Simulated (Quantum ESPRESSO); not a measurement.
A working Quantum ESPRESSO input for Ta2O5 (P1, 21 atoms in the cell) (DFT, PBEsol, plane waves, GBRV 1.5 ultrasoft (PBESOL) pseudopotentials):

```fortran
&CONTROL
 calculation = 'scf'
 prefix = 'run'
 outdir = './tmp/'
 pseudo_dir = './'
 verbosity = 'high'
 tprnfor = .true.
 tstress = .true.
/
&SYSTEM
 ibrav = 0
 nat = 21
 ntyp = 2
 ecutwfc = 40
 ecutrho = 320
 occupations = 'smearing'
 smearing = 'gaussian'
 degauss = 0.00147
/
&ELECTRONS
 conv_thr = 1e-10
 mixing_beta = 0.5
/
ATOMIC_SPECIES
Ta   180.9479  ta_pbesol_v1.uspp.F.UPF
O     15.9990  o_pbesol_v1.2.uspp.F.UPF
CELL_PARAMETERS {angstrom}
   6.992542000     0.000000000     0.000000000
   3.304547000     6.422838000     0.000000000
   0.106928000     3.784735000     6.305559000
ATOMIC_POSITIONS {crystal}
Ta    0.256500000    0.993120000    0.034810000
Ta    0.231560000    0.564560000    0.970700000
Ta    0.750430000    0.032010000    0.959730000
Ta    0.269560000    0.463760000    0.519860000
Ta    0.704730000    0.566210000    0.445980000
Ta    0.773400000    0.450900000    0.021300000
O     0.063320000    0.922960000    0.894810000
O     0.198660000    0.633870000    0.686060000
O     0.368580000    0.719360000    0.349520000
O     0.143020000    0.300080000    0.037330000
O     0.456930000    0.688890000    0.988500000
O     0.308150000    0.403350000    0.289320000
O     0.318070000    0.163750000    0.762610000
O     0.577090000    0.896120000    0.161260000
O     0.739330000    0.552550000    0.716630000
O     0.557370000    0.310090000    0.011800000
O     0.856910000    0.715650000    0.960520000
O     0.630540000    0.274820000    0.659420000
O     0.954070000    0.625480000    0.409580000
O     0.822240000    0.361540000    0.327290000
O     0.947250000    0.082320000    0.113680000
K_POINTS {automatic}
3 3 3  0 0 0
```

The run converged in 17 iterations: free energy E − TS -18177.8671 eV; top of the valence band (on the code's own zero) 7.14 eV; gap on the k-point mesh 2.93 eV; pressure -13.23 GPa; largest force (vector length) 0.751 eV/Å. Each of these slips is then made, one at a time:

(1)
```diff
- smearing = 'gaussian'
+ smearing = 'gausian'
```

(2)
```diff
- ecutwfc = 40
+ ecutwfc = 40.0
-O     0.947250000    0.082320000    0.113680000
+O     0,947250000    0,082320000    0,113680000
```

### Question
Predict the outcome of each change.

### Answer

(1) A value that the program does not know. The program stopped before any SCF iteration.
```
Error in routine  set_occupations (1):
smearing gausian unknown
```

(2) Decimal commas. The program stopped before any SCF iteration.
```
Error in routine card_atomic_positions (1):
Error while parsing atomic position card.
```

The starting cell comes from a database of computed structures (which also holds hypothetical and non-ambient phases and stackings), without a prior relaxation at this level. Its lattice was rescaled by a random factor within 2.5 % of one. Spin-orbit coupling is off. In the base run, with a pressure of about -13 GPa the cell is away from its equilibrium volume at this level.

Left out of this page: 3 runs of the series outside the window shown, repeating another row's setting, or not comparable.
